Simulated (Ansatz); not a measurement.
The reference is ZnS in the wurtzite structure (space group P6_3mc, No. 186; a = 3.7383 Å, c = 6.1429 Å). Axes: x lies along a and z along c of the hexagonal cell.

Method: LDA, PAW, 420 eV (Ansatz, an electronic-structure program; scalar-relativistic without spin-orbit coupling).

Modification: a pure shear with ε_xz = ε_zx = 0.0200, atoms relaxed at fixed cell.

Task: Predict the stress tensor and what it implies for the stiffness.

Result: Stress of the strained cell less that of the base (GPa, compression positive):
```
  -0.06    0.00   -1.22
   0.00    0.03    0.00
  -1.22    0.00    0.01
```

Then −Δσ/γ with γ = 2ε = 0.0400 gives secant stiffness values (nonlinear terms included at this strain): C55 ≈ 31 GPa.

Whether these cells are dynamically stable was not tested.
